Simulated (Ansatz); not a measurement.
The starting structures come from a database of crystals and need not be the phases stable at ambient conditions.

 Where the default PAW files enter, the runs use the earlier of Ansatz's two default sets.

Tunnelling through a barrier is set by its complex band structure: the current falls as exp(−2κd) with the smallest κ.

Input:

```yaml
crystal:
  lattice:
    - [4.36114, 0.00000, 0.00000]
    - [0.00000, 7.40179, 0.00000]
    - [-1.52193, 0.00000, 7.86819]
  atoms:
    - { symbol: Ag, position: [0.72895, 0.49119, 0.20641] }
    - { symbol: Ag, position: [0.27105, 0.50881, 0.79359] }
    - { symbol: Ag, position: [0.77105, 0.99119, 0.29359] }
    - { symbol: Ag, position: [0.22895, 0.00881, 0.70641] }
    - { symbol: Ag, position: [0.70176, 0.30697, 0.55709] }
    - { symbol: Ag, position: [0.29824, 0.69303, 0.44291] }
    - { symbol: Ag, position: [0.79824, 0.80697, 0.94291] }
    - { symbol: Ag, position: [0.20176, 0.19303, 0.05709] }
    - { symbol: S, position: [0.59915, 0.23666, 0.85946] }
    - { symbol: S, position: [0.40085, 0.76334, 0.14054] }
    - { symbol: S, position: [0.90085, 0.73666, 0.64054] }
    - { symbol: S, position: [0.09915, 0.26334, 0.35946] }
```

Space group of this cell: P2_1/c. The cell is strained (lengths along the current scaled by 1.03, ions clamped); by PBEsol its mean pressure is -6.9 GPa.

Transport runs along the normal of the first two printed cell vectors.

The gap is the functional's own. No spin-orbit coupling. Mid-gap values are interpolated on the energy grid.

Task: Predict the band gap and the smallest decay constant κ at mid-gap from PBEsol run with Ansatz (a program for electronic structure).

Result: Gap 0.84 eV on a 8×4×4 mesh; κ = 0.139 1/Å, at the zone centre.
